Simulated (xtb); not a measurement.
xtb 6.7.1, GFN2-xTB: Hf(Cl)3(OSiH3) ([SiH3][O][Hf]([Cl])([Cl])[Cl]), 9 atoms. The geometry is a generated start, not checked to be a minimum at this level.

```
Item                                                                                                           Result
------------------------  -------------------------------------------------------------------------------------------
method                                                                                                       GFN2-xTB
--acc                                                                                                     1 (default)
--etemp (K)                                                                                             300 (default)
detailed input (--input)  none: ANC optimiser, Lindh (1995) Hessian, microcycle=20, maxdispl=1.0, hlow=0.01 (default)
basis functions                                                                                                    57
valence electrons                                                                                                  38
```

```xyz
9

Hf     0.3162     0.6373     1.3049
Cl     2.1199     1.6618     2.1740
Cl    -0.7968    -0.2205     3.0608
Cl    -1.0080     2.2284     0.4340
O      0.6150    -0.5831    -0.0540
Si    -0.1634    -0.8716    -1.4534
H     -1.5176    -1.3476    -1.1199
H      0.6355    -1.8911    -2.1273
H     -0.2007     0.3864    -2.2192
```

Charge 0 and multiplicity 1 are set for this test and not shown to be the ground state.

The structure is relaxed from this start with --opt LEVEL for the levels crude, sloppy, loose, lax, normal, tight, vtight, extreme, once each. Up to the end of the extreme run atoms move by at most 0.51 Å along an axis.

Question: What is the loosest level that ends within 5 meV of the extreme run, and how many cycles does it take?

Answer: normal: 13 cycles against 27, ending 0.78 meV above.

| level | cycles | energy above the extreme run (meV) | gradient norm (eV/Å) |
|---|---|---|---|
| crude | 1 | 38 | 0.10 |
| sloppy | 1 | 38 | 0.10 |
| loose | 1 | 38 | 0.10 |
| lax | 1 | 38 | 0.10 |
| normal | 13 | 0.78 | 0.022 |
| tight | 22 | 0.021 | 0.011 |
| vtight | 26 | under 0.01 | 0.0039 |
| extreme | 27 | — | 0.0035 |
